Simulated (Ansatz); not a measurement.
The parent structure is Ag in the fcc (Cu type) structure (space group Fm-3m, No. 225; a = 4.0544 Å).

One thing is altered: a negative pressure, −1 GPa.

Levels (all Ansatz, a program for electronic structure, PAW): PBEsol (420 eV, scalar-relativistic without spin-orbit coupling); r2SCAN (500 eV, no spin-orbit coupling).

The geometry is relaxed with PBEsol.

```
Property            Value
---------------  --------
PBEsol pressure  -1.0 GPa
```

With r2SCAN at the same geometry, the pressure goes up by 4.1 GPa to 3.1 GPa.

Single points use the geometry relaxed with PBEsol. Their cutoffs differ, which shifts pressures a little. Load acts through the strain it causes; cell and atoms are relaxed under it. Stability against distortions was not tested.
